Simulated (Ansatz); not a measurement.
Consider TlCl in the rock salt structure (space group Fm-3m, No. 225; a cell from a computed database, its experimental status unchecked).

```cif
data_Cl4Tl4
_chemical_formula_sum 'Tl4 Cl4'
_space_group_name_H-M_alt 'Fm-3m'
_space_group_IT_number 225
_space_group_name_Hall '-F 4 2 3'
_cell_length_a 6.33409
_cell_length_b 6.33409
_cell_length_c 6.33409
_cell_angle_alpha 90.000
_cell_angle_beta 90.000
_cell_angle_gamma 90.000
loop_
_atom_site_label
_atom_site_type_symbol
_atom_site_symmetry_multiplicity
_atom_site_Wyckoff_symbol
_atom_site_fract_x
_atom_site_fract_y
_atom_site_fract_z
_atom_site_occupancy
Tl1 Tl 4 a 0.00000 0.00000 0.00000 1
Cl1 Cl 4 b 0.50000 0.50000 0.50000 1
```
(The calculation used a cell of 2 atoms; values per cell refer to that cell.)

Levels (all Ansatz, a quantum-chemistry and plane-wave program, PAW): PBEsol (420 eV, no SOC); HSE06+SOC (420 eV, noncollinear with spin-orbit coupling).

The geometry is relaxed with PBEsol.

| Property | Value |
|---|---|
| PBEsol lowest conduction level above the VBM at special points | L 2.09 eV; K 4.20 eV; U 4.20 eV; Γ 6.95 eV |

How does going to HSE06+SOC change the lowest conduction level above the VBM at special points?

The lowest conduction level above the VBM at special points goes from L 2.09 eV; K 4.20 eV; U 4.20 eV; Γ 6.95 eV to L 2.75 eV; K 4.75 eV; U 4.75 eV; Γ 6.49 eV.

Single points use the geometry relaxed with PBEsol. HSE06 gaps are upper bounds (no full band path). The spin-orbit shifts are approximate. The levels and masses belong to the bands next to the band gap. Whether these cells are dynamically stable was not tested. This is not the structure that TlCl has at room temperature and ambient pressure.
